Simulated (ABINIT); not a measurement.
Band structure of Na2S (Fm-3m, 3 atoms in the cell).

```
Na2S
1.0
    0.00000     3.24916     3.24916
    3.24916     0.00000     3.24916
    3.24916     3.24916     0.00000
Na S
2 1
Cartesian
  1.62458   1.62458   1.62458
  4.87373   4.87373   4.87373
  0.00000   0.00000   0.00000
```

Level of theory: PBE, norm-conserving pseudopotentials (PseudoDojo nc-sr-05 PBE standard) (plane waves; ABINIT 10.0.3).

Settings: pseudos = [Na.upf, S.upf]; ecut = 44 Ha; occopt = 1; ngkpt = 5 5 5; nshiftk = 1; shiftk = 0 0 0; potentials = PseudoDojo nc-sr-05 PBE standard; kptopt = 1; nstep = 80; tolvrs1 = 1e-11; diemac = 4; ndtset = 2; getden2 = 1.

The starting cell comes from a database of computed structures (which also holds hypothetical and non-ambient phases and stackings), without a prior relaxation at this level.

Problem. Predict the gap along the standard path and the places of the band edges.

Solution. The gap along the path is 2.55 eV, direct at Γ to within 0.01 eV.

Levels in eV from the top of the valence band on the SCF mesh, bands 9 to 15:
| point | 9 | 10 | 11 | 12 | 13 | 14 | 15 |
|---|---|---|---|---|---|---|---|
| Γ | -10.17 | 0.00 | 0.00 | 0.00 | 2.55 | 7.79 | 7.79 |
| X | -9.83 | -1.50 | -0.47 | -0.47 | 3.86 | 6.06 | 8.62 |
| W | -9.83 | -1.04 | -1.04 | -0.59 | 4.84 | 7.32 | 7.32 |
| K | -9.84 | -1.25 | -0.95 | -0.36 | 4.57 | 6.50 | 7.99 |
| L | -9.91 | -1.67 | -0.13 | -0.13 | 4.87 | 6.53 | 7.19 |
| U | -9.84 | -1.25 | -0.95 | -0.36 | 4.57 | 6.50 | 7.99 |
